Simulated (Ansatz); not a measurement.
WS₂ (R3m, No. 160, 3 atoms in the cell; start mp-9813; a measured phase of this formula has another space group) was calculated with LDA (PAW; Ansatz, an electronic-structure program).

Run with plane-wave cutoff 500 eV, 14×14×14 k mesh, gaussian smearing 0.02 eV, no spin polarisation, scalar-relativistic PAW data made under PBE.

Cell (relaxed at this level):

```yaml
crystal:
  lattice:
    - [1.56499, 0.90355, 6.06030]
    - [-1.56499, 0.90355, 6.06030]
    - [0.00000, -1.80709, 6.06030]
  atoms:
    - { symbol: W, position: [0.00066, 0.00066, 0.00066] }
    - { symbol: S, position: [0.41983, 0.41983, 0.41983] }
    - { symbol: S, position: [0.24821, 0.24821, 0.24821] }
```

Problem. Estimate the band gap that the calculation returns.

Solution. 
- band gap: 0.91 eV (on the SCF k mesh)

Note: the relaxation could not lower the start's symmetry, so the cell can be a saddle point above a distorted one.

Spin–orbit coupling is not included.

The computed numbers hold no vibrational or temperature effects.

It cost very roughly 2.2 core-minutes of CPU time.

A start named mp-… is a Materials Project structure, which need not be a measured phase.
